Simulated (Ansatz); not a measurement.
# Ga2O3: pressure series

Consider Ga$_{2}$O$_{3}$ (space group Cmcm, No. 63; a = 2.789 Å, b = 9.275 Å, c = 7.149 Å; a cell from a computed database, its experimental status unchecked).

Cell and atoms are relaxed at each pressure.

The values are results of Kohn–Sham DFT with the PBEsol functional, run in Ansatz (an electronic-structure program) with PAW and 420 eV plane waves, without spin-orbit coupling, not measurements.

Notes on the quantities. enthalpy: H = E + PV relative to the base's energy.

```
change            smallest direct gap  band gap       enthalpy     density
----------------  -------------------  --------  -------------  ----------
base                          1.53 eV   1.48 eV              –  6.73 g/cm³
pressure −2 GPa               1.44 eV   1.40 eV  -0.12 eV/atom  6.66 g/cm³
pressure −1 GPa               1.48 eV   1.44 eV  -0.06 eV/atom  6.70 g/cm³
pressure 0.3 GPa              1.54 eV   1.49 eV  +0.02 eV/atom  6.74 g/cm³
pressure 0.7 GPa              1.56 eV   1.51 eV  +0.04 eV/atom  6.76 g/cm³
pressure 1.5 GPa              1.59 eV   1.54 eV  +0.09 eV/atom  6.79 g/cm³
pressure 3 GPa                1.65 eV   1.59 eV  +0.17 eV/atom  6.84 g/cm³
pressure 5 GPa                1.73 eV   1.67 eV  +0.28 eV/atom  6.90 g/cm³
pressure 7.5 GPa              1.83 eV   1.76 eV  +0.42 eV/atom  6.98 g/cm³
pressure 10 GPa               1.93 eV   1.85 eV  +0.56 eV/atom  7.06 g/cm³
```

Load acts through the strain it causes; cell and atoms are relaxed under it. Stability against distortions was not tested. Competing high-pressure phases were not computed.
